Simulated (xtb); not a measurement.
xtb 6.7.1, GFN1-xTB: Cc1cc(B(c2ccc3c(c2)oc2cc(C=O)ccc23)c2c(C)cccc2C)sc1C, 54 atoms. The geometry is a generated start, not checked to be a minimum at this level.

```yaml
run_flags: --grad
method: GFN1-xTB
"--acc": 1 (default)
"--etemp (K)": 300 (default)
basis_functions: 176
valence_electrons: 152
```

One run each on 1 thread. Values of broydamp tried: 0.02, 0.05, 0.1, 0.2, 0.4 (default), 0.6, 0.8, 1.

### Question
Predict the course of the SCC iterations along this series.

### Answer
Fewest SCC iterations, within one of each other: 0.2 with 13, 0.4 (default) with 12, 0.6 with 13. The count rises to 21 at 0.02. All converge to one solution.

```
broydamp       SCC iterations            end
-------------  --------------  -------------
0.02                       21  same solution
0.05                       18  same solution
0.1                        16  same solution
0.2                        13  same solution
0.4 (default)              12  same solution
0.6                        13  same solution
0.8                        14  same solution
1                          15  same solution
```
